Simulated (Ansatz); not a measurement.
Ti2InC, treated with HSE06 (Ansatz, a quantum-chemistry and plane-wave program, PAW).

Run with plane-wave cutoff 520 eV, 12×12×2 k mesh (along the axes of the cell as run), Fermi–Dirac smearing 0.03 eV, no spin polarisation, scalar-relativistic PAW data made under PBE.

Starting structure:

```
CELL_PARAMETERS angstrom
      3.13559     0.00000     0.00000
     -1.56780     2.71550     0.00000
      0.00000     0.00000    14.13051
ATOMIC_POSITIONS crystal
  Ti 0.66667 0.33333 0.57876
  Ti 0.33333 0.66667 0.42124
  Ti 0.33333 0.66667 0.07876
  Ti 0.66667 0.33333 0.92124
  In 0.66667 0.33333 0.25000
  In 0.33333 0.66667 0.75000
  C  0.00000 0.00000 0.50000
  C  0.00000 0.00000 0.00000
```

Problem. Into what structure does the relaxation of cell and atoms lead at this level, with the symmetry of the start kept?

Solution. The volume falls by 1.4 %; final space group P6_3/mmc.
```
CELL_PARAMETERS angstrom
      3.11502     0.00000     0.00000
     -1.55751     2.69768     0.00000
      0.00000     0.00000    14.11760
ATOMIC_POSITIONS crystal
  Ti 0.66667 0.33333 0.57806
  Ti 0.33333 0.66667 0.42194
  Ti 0.33333 0.66667 0.07806
  Ti 0.66667 0.33333 0.92194
  In 0.66667 0.33333 0.25000
  In 0.33333 0.66667 0.75000
  C  0.00000 0.00000 0.50000
  C  0.00000 0.00000 0.00000
```

Note: the relaxation could not lower the start's symmetry, so the cell can be a saddle point above a distorted one.
